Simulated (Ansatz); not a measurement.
## How well does each level of theory give the lattice constant a of spinel Na2MoO4?

Reference value: 9.109 Å (measured, 298 K, copied from a table, unchecked, no zero-point or thermal correction; as tabulated in Acta Crystallographica Section E 71, 592 (2015)).

Q: What do LDA, PBEsol, r²SCAN, r²SCAN-D4, r²SCAN+rVV10 give, and how far is each from the reference?

A: 
```json
[
 {"level (code)": "LDA (Ansatz)", "value (Å)": "8.909", "difference (%)": "-2.20"},
 {"level (code)": "PBEsol (Ansatz)", "value (Å)": "9.087", "difference (%)": "-0.24"},
 {"level (code)": "r²SCAN (Ansatz)", "value (Å)": "9.067", "difference (%)": "-0.46"},
 {"level (code)": "r²SCAN-D4 (Ansatz)", "value (Å)": "9.036", "difference (%)": "-0.80"},
 {"level (code)": "r²SCAN+rVV10 (Ansatz)", "value (Å)": "9.016", "difference (%)": "-1.02"}
]
```

The reference is not for a static lattice or low temperature, so close values are not ranked against it. Off by more than 1.25 % (a bound picked here): LDA (-2.20 %).

The measured value isn't corrected to a static lattice, so vibrations enter the comparison. A static lattice is as a rule a little smaller than the measured one.  Ansatz's density-functional and Hartree–Fock values are scalar-relativistic unless marked +SOC, with PAW data made under PBE.

Differences are worked out from the printed values.

Ansatz is a quantum-chemistry and plane-wave program.
